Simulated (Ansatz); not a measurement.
Base system: FeSb2 (space group Pnnm, No. 58; a = 5.773 Å, b = 6.429 Å, c = 3.119 Å; non-magnetic).

Method: PBEsol in Ansatz (plane waves to 420 eV, PAW, no spin-orbit coupling).

Base values:

```
Item       Result
--------  -------
Band gap     zero
Pressure  0.0 GPa
```

One thing is altered: the cell is scaled by 1.0057 in all directions; the atoms relax in the strained cell.

What does the calculation give for the energy relative to the base after the change?

The energy increases by 2.1 meV/atom.

How does this affect the band gap?

The band gap remains zero.

How does this affect the pressure?

The pressure (mean of the normal stresses, compression positive) goes from zero to -2.0 GPa.

Spin-orbit coupling, missing from the scalar runs, can matter with Sb. No phonon test of stability was made. Starting moments died away, wholly or in part, for the base; another magnetic solution may exist. The base started in Pnn2 and relaxed to Pnnm at this level. The final runs are not spin-polarised. The zero or small gap of FeSb2 can change with the level of theory.

Ansatz is a program for electronic structure.
